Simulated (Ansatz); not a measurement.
V3Si: Si → Ge

The reference is V$_{3}$Si in the A15 (Cr3Si type) structure (space group Pm-3n, No. 223; a = 4.650 Å).

Perturbation: full substitution Si → Ge; the structure is relaxed again.

Level of theory: PBEsol/PAW in Ansatz (a first-principles code), no SOC. k-mesh 10×10×10 (Γ-centred); smearing 0.05 eV (Fermi–Dirac).

```tsv
quantity	base	changed	shift
volume per atom	12.56 Å³	13.02 Å³	+0.451 Å³
density	5.98 g/cm³	7.19 g/cm³	+1.21 g/cm³
lattice parameter a	4.650 Å	4.705 Å	+0.055 Å
space group	Pm-3n (No. 223)	Pm-3n (No. 223)	–
shortest interatomic distance	2.325 Å	2.352 Å	+0.0275 Å
band gap	zero	zero	–
```

Final structure:

```yaml
crystal:
  lattice:
    - [4.70453, 0.00000, 0.00000]
    - [0.00000, 4.70453, 0.00000]
    - [0.00000, 0.00000, 4.70453]
  atoms:
    - { symbol: V, position: [0.25000, 0.00000, 0.50000] }
    - { symbol: V, position: [0.75000, 0.00000, 0.50000] }
    - { symbol: V, position: [0.00000, 0.50000, 0.25000] }
    - { symbol: V, position: [0.00000, 0.50000, 0.75000] }
    - { symbol: V, position: [0.50000, 0.25000, 0.00000] }
    - { symbol: V, position: [0.50000, 0.75000, 0.00000] }
    - { symbol: Ge, position: [0.00000, 0.00000, 0.00000] }
    - { symbol: Ge, position: [0.50000, 0.50000, 0.50000] }
```

Cost of the whole job for the changed cell (relaxation, final SCF and bands): around 5 core-minutes (rough).

Whether these cells are dynamically stable was not tested. Seeded moments were not kept for Si → Ge and the base. The final runs are not spin-polarised.
